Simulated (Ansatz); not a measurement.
The reference is MoS2 in the 2H-MoS2 type structure (space group P6_3/mmc, No. 194; a = 3.1090 Å, c = 11.7086 Å; layered, stacked along the Cartesian z axis).

Levels (all Ansatz, a first-principles code, PAW, earlier PAW set): PBEsol-D3(BJ) (420 eV, no spin-orbit coupling); HSE06 (420 eV, spin-orbit coupling left out).

Its gap is 0.52 eV with PBEsol-D3(BJ) and 1.09 eV with HSE06.

One thing is altered: every S is replaced by Te, then cell and atoms are relaxed.

With PBEsol-D3(BJ) the gap becomes 0.33 eV.

Task: If the HSE06 correction stayed the same, what would the HSE06 gap be, and what does the HSE06 run give?

Result: A rigid correction of +0.57 eV gives 0.90 eV. The HSE06 run gives 0.80 eV, so the correction itself changes by -0.10 eV.

Single points use the geometry relaxed with PBEsol-D3(BJ). HSE06 was sampled on its mesh, a few special points and the semilocal edge points, so its gap is an upper bound. With Te present, leaving out spin-orbit coupling can change the band edges. Whether these cells are dynamically stable was not tested.
